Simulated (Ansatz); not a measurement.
**Input and output of a self-consistent single point for Cs2PdCl4 (P4mm, 7 atoms in the cell) (Ansatz, a first-principles code)**

Computed with LDA (PW92), default PAW files made with PBE (plane waves; Ansatz).

Input:

Ansatz 0.2 input:
```yaml
crystal:
  lattice:
    - [7.531758, 0.000000, 0.000000]
    - [0.000000, 7.531758, 0.000000]
    - [0.000000, 0.000000, 4.687520]
  atoms:
    - { symbol: Cs, position: [0.000000, 0.500000, 0.500000] }
    - { symbol: Cs, position: [0.500000, 0.000000, 0.500000] }
    - { symbol: Pd, position: [0.000000, 0.000000, 0.010667] }
    - { symbol: Cl, position: [0.218660, 0.218660, 0.000000] }
    - { symbol: Cl, position: [0.781340, 0.781340, 0.000000] }
    - { symbol: Cl, position: [0.781340, 0.218660, 0.000000] }
    - { symbol: Cl, position: [0.218660, 0.781340, 0.000000] }
basis:
  ecutwfc: 420.0 eV
kpoints:
  mp_grid: { grid: [3, 3, 4] }
hamiltonian:
  xc: lda
  pseudopotentials: { kind: paw }
scf:
  occupations: { method: fixed }
output:
  forces: true
  eigenvalues: true
  stress: true
```

Output (repeated stretches shortened):

```
WARN ansatz: RAYON_NUM_THREADS=1 ignored (pool sized by the plan → 1); use --threads N
Pseudopotentials: kind: paw
Pseudopotential: Cs, paw, valence charge 9
Pseudopotential: Pd, paw, valence charge 18
Pseudopotential: Cl, paw, valence charge 7
Crystal: 7 atoms, lattice volume = 265.911 Å³
Basis set: ecut = 420 eV, 5215 PW (Γ)
Bands: 39, of which v1, the nominal top of the filled ones, is band 32 counted from 1 (31 counted from 0)
Symmetry: 8 space group operations
Space group: P4mm (ITA 99), of the structure as read, at distance tolerance 6.4e-5 Å
k-points: 9 of 36 (time reversal used)
PAW frozen core: Cs, regenerated for the run's functional, and the local potential with it
PAW frozen core: Pd, regenerated for the run's functional, and the local potential with it
PAW frozen core: Cl, regenerated for the run's functional, and the local potential with it
Initial density: superposition of atomic densities (neutral atoms: chi_scale 0, normalization atom), corrected by the library's trained network
Initial wavefunctions: pseudopotential atomic-orbital guess
Eigensolver: davidson
Functional: x = slater, c = lda
SCF iter   1: F=—  HF=-22040.288283 eV  |F-HF|=—  |Δ(HF+E_count)|=         —  Δρ=5.50e-3  dr2=7.48e-2  ethr=1.77e-3  ⟨swp⟩=5.0  Hψ=1305  notcnv=0  defer=36
all-band conjugate gradients solve this SCF's bands
preconditioner: auto → Resta (q_TF=auto, 2.152 Å⁻¹)
SCF iter   2: F=—  HF=-22040.268136 eV  |F-HF|=—  |Δ(HF+E_count)|=   2.01e-2  Δρ=2.61e-3  dr2=1.45e-2  ethr=1.17e-4  ⟨swp⟩=2.1  Hψ=665  notcnv=0  defer=45
SCF iter   3: F=—  HF=-22040.264525 eV  |F-HF|=—  |Δ(HF+E_count)|=   3.61e-3  Δρ=4.82e-4  dr2=6.95e-4  ethr=2.27e-5  ⟨swp⟩=2.0  Hψ=538  notcnv=0  defer=45
SCF iter   4: F=—  HF=-22040.264551 eV  |F-HF|=—  |Δ(HF+E_count)|=   2.63e-5  Δρ=1.09e-4  dr2=5.52e-5  ethr=1.09e-6  ⟨swp⟩=2.6  Hψ=557  notcnv=0  defer=45
SCF iter   5: F=—  HF=-22040.264403 eV  |F-HF|=—  |Δ(HF+E_count)|=   1.48e-4  Δρ=1.69e-4  dr2=9.84e-5  ethr=8.63e-8  ⟨swp⟩=2.0  Hψ=626  notcnv=0  defer=34
SCF iter   6: F=—  HF=-22040.264388 eV  |F-HF|=—  |Δ(HF+E_count)|=   1.53e-5  Δρ=2.59e-5  dr2=2.94e-6  ethr=8.63e-8  ⟨swp⟩=2.0  Hψ=612  notcnv=0  defer=35
SCF iter   7: F=—  HF=-22040.264389 eV  |F-HF|=—  |Δ(HF+E_count)|=   8.09e-7  Δρ=3.54e-6  dr2=1.43e-7  ethr=4.59e-9  ⟨swp⟩=2.0  Hψ=454  notcnv=0  defer=38
SCF iter   8: F=-22040.264389 eV  HF=-22040.264389 eV  |F-HF|=1.65e-8  |Δ(HF+E_count)|=   1.32e-7  Δρ=1.50e-6  dr2=1.23e-8  ethr=1.56e-10  ⟨swp⟩=14.7  Hψ=2050  notcnv=0
SCF 1 converged in 8 iterations: F = -22040.264389 eV  dr2 = 1.23e-8
SCF converged after 8 iterations
Free energy (F): -22040.264389 eV
Harris-Foulkes:  -22040.264389 eV  (|F-HF|=1.65e-8)
Internal energy: -22040.264389 eV  (E = F + TS)
E sigma→0 (E₀):  -22040.264389 eV
Fermi energy:    1.821241 eV
--- Per-component energies (eV) ---
  E_band       = -667.476790
  E_kinetic    = 1439.143829
  E_local      = -6704.429919  (includes V_loc(G=0)·N_el)
  E_nonlocal   = 409.587997
  E_hartree    = 2753.103814
  E_xc         = -934.424608
  E_vxc        = -947.105223  (∫ρ·V_xc dr)
  E_paw        = -15929.496177  (= ΣΔE_a)
  E_vpaw       = -370.876769  (= ΣTr[D̂ρ^β])
  E_aug_tail   = 0.000594  (compensation charges beyond the density's cutoff)
  E_ewald      = -3075.733733
  E_core_change = 1.983813  (= ΣΔE_core)
  E_smearing   = -0.000000  (= −TS)
  E_closure    = -0.000000  (closes the sum)
  Σ components = -22040.264389   (vs F -22040.264389, Δ=0.00e0)
--- Forces (eV/Å), atoms counted from 1 ---
  atom   1  Cs     0.00000000     0.00000000    -0.00133060
  atom   2  Cs    -0.00000000     0.00000000    -0.00133060
  atom   3  Pd     0.00000000     0.00000000    -0.25512862
  atom   4  Cl    -0.38075259    -0.38075259     0.06445049
  atom   5  Cl     0.38075259     0.38075259     0.06445049
  atom   6  Cl     0.38075259    -0.38075259     0.06445049
  atom   7  Cl    -0.38075259     0.38075259     0.06445049
  max |Σ_I F_I| component: 1.21e-5 eV/Å
--- Stress (GPa, compression-positive) ---
       -2.812777       0.000000      -0.000000
        0.000000      -2.812777       0.000000
        0.000000       0.000000      -1.600691
  P = ⅓ Tr σ = -2.4087 GPa (-24.087 kbar)
  The stress holds the Pulay correction. Without it, at fixed plane waves, as pw.x and ABINIT print it: P = -2.4139 GPa
--- Band table (eV; the first three rows and the last of 9) ---
  k-point 0: bands = ["-81.2240", "-47.3336", "-47.3336", "-46.3687", "-17.9240", "-17.9100", "-12.1387", "-11.7611", "-11.7611", "-11.6719", "-4.7723", "-4.7723", "-4.6573", "-4.6573", "-4.6246", "-4.5320", "-2.2720", "-2.2268", "-1.7890", [...]
  k-point 1: bands = ["-81.2240", "-47.3336", "-47.3336", "-46.3687", "-17.9116", "-17.9008", "-12.1558", "-11.7437", "-11.7437", "-11.6633", "-4.8261", "-4.7576", "-4.7576", "-4.7040", "-4.7040", "-4.6844", "-2.2261", "-2.2205", "-1.5276", [...]
  k-point 2: bands = ["-81.2240", "-47.3336", "-47.3336", "-46.3688", "-17.8992", "-17.8915", "-12.1733", "-11.7261", "-11.7261", "-11.6547", "-5.0724", "-4.8392", "-4.8392", "-4.7375", "-4.6495", "-4.6495", "-2.2139", "-2.1808", "-1.3230", [...]
  k-point 8: bands = ["-81.2240", "-47.3336", "-47.3336", "-46.3688", "-17.8963", "-17.8944", "-12.1264", "-11.7417", "-11.7393", "-11.6847", "-4.9177", "-4.8511", "-4.8321", "-4.7989", "-4.6928", "-4.6370", "-2.3346", "-2.0521", "-1.5789", [...]
```

The run converged in 8 iterations.

The starting cell comes from a database of computed structures (which also holds hypothetical and non-ambient phases and stackings), without a prior relaxation at this level. Its lattice was rescaled by up to half a per cent. One atom was moved a little off its site on purpose. Ansatz's pressure includes its estimate of the finite-basis (Pulay) stress.
